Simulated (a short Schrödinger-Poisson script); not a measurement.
Solved with a short Schrödinger-Poisson script written for these runs: one-band effective-mass equation with BenDaniel-Duke matching, electrons, heavy and light holes apart, hard walls at the outer ends, one valence edge for both holes (no strain splitting), no charge, excitons, band mixing or non-parabolicity; under a field the levels are quasi-bound states of a box, listed while three quarters of their weight lies within 4 nm of the wells.

Structure: coupled double In0.3Ga0.7As/GaAs quantum well.

From the first side: 20 nm GaAs; 12 nm In0.3Ga0.7As; 1 nm GaAs; 12 nm In0.3Ga0.7As; 20 nm GaAs.

The device is made up for the run: typed textbook-type constants, with dimensions and the other settings drawn at random. In0.3Ga0.7As: direct gap (eV) 1.124, conduction-band edge (eV) 0, electron mass (mₑ) 0.055, heavy-hole mass 0.37, light-hole mass 0.08. GaAs: direct gap (eV) 1.424, conduction-band edge (eV) 0.195, electron mass (mₑ) 0.067, heavy-hole mass 0.377, light-hole mass 0.09.

The valence-band edge of each layer lies one gap below its conduction-band edge. The electron's potential energy rises along the stack by the applied field. Mesh 0.03 nm at interfaces.

Question: Give the squared e1-hh1 overlap at zero applied field; the shift of e1-hh1 at 26.2 kV/cm (meV); the hh1 − lh1 (meV).

Answer: squared e1-hh1 overlap at zero applied field: 0.97; shift of e1-hh1 at 26.2 kV/cm (meV): -30.3; hh1 − lh1 (meV): 6.3. Excitons are left out, and strain enters only through the typed gaps and offsets, so measured lines lie elsewhere.
